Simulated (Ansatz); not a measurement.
Electron-phonon data for CoSi2 (Fm-3m)

Given:

```yaml
crystal:
  lattice:
    - [0.00000, 2.65587, 2.65587]
    - [2.65587, 0.00000, 2.65587]
    - [2.65587, 2.65587, 0.00000]
  atoms:
    - { symbol: Co, position: [0.00000, 0.00000, 0.00000] }
    - { symbol: Si, position: [0.75000, 0.75000, 0.75000] }
    - { symbol: Si, position: [0.25000, 0.25000, 0.25000] }
```

Method: PBEsol, DFPT electron-phonon coupling, linearised Boltzmann equation (plane waves, PAW, scalar-relativistic; Ansatz, an electronic-structure program). Cell: relaxed with this functional, without spin-orbit coupling.

- resistivity at 300 K: 9.1 μΩ·cm
- resistivity at 77 K: 0.64 μΩ·cm
- electron mean free path at 300 K (weighted by the current that each state carries): 10.8 nm
- electron-phonon coupling λ: 0.38
- transport coupling λ_tr: 0.37
- logarithmic mean phonon energy: 26 meV
- density of states at the Fermi level: 0.51 states/(eV·spin·cell)
- Drude plasma energy: 6.5 eV
- Hall coefficient at 300 K: 21 ×10⁻¹¹ m³/C

A metal at this level (no band gap). Only scattering by harmonic phonons is included (no impurities, grain boundaries, electron-electron scattering or thermal expansion). Spin-orbit coupling is left out. Halving the electron mesh (28x28x28) moves the resistivity by up to 2 % at 300 K, the mean free path by up to 1 %, the coupling by up to 2 %. Smearing 0.20 eV; phonons on a 5x5x5 q mesh, which this run doesn't test and which matters most at low temperature.

Treated as nonmagnetic (a ferromagnetic start lost its moment, other orders weren't tried): CoSi2 (Fm-3m).
